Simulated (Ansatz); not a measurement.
A computed series for BAs: alloy series

Consider BAs in the zinc blende structure (space group F-43m, No. 216; a = 4.768 Å).

The other end (x = 1) is GaB in the zinc blende structure (space group F-43m, No. 216; a hypothetical phase, not in the database extracts checked): 14.55 Å³/atom, gap zero; this end may not be an ambient phase.

Ga replaces a fraction x of As; each row is one arrangement (x, atoms in the cell, starting space group or random), fully relaxed.

The values are results of PBEsol/PAW in Ansatz (a quantum-chemistry and plane-wave program), no spin-orbit coupling, not measurements.

Candidates:
(a) x(Ga) = 0.25, 8 atoms, Pmm2
(b) x(Ga) = 0.5, 8 atoms, I-42d
(c) x(Ga) = 0.75, 8 atoms, P-4m2
(d) x(Ga) = 0.333, 6 atoms, P3m1

Base values:

| Item | Result |
|---|---|
| Volume per atom | 13.55 Å³ |

Q: Order them by volume per atom, highest first.

A: (b) x(Ga) = 0.5, 8 atoms, I-42d (13.95 Å³), (d) x(Ga) = 0.333, 6 atoms, P3m1 (13.81 Å³), (a) x(Ga) = 0.25, 8 atoms, Pmm2 (13.71 Å³), (c) x(Ga) = 0.75, 8 atoms, P-4m2 (13.62 Å³)

These are small ordered cells, not random alloys; other orderings at the same x differ. No phonon test of stability was made. All final runs are without spin polarisation. Under x(Ga) = 0.75, 8 atoms, P-4m2 the cell changed shape so far that it is another structure.
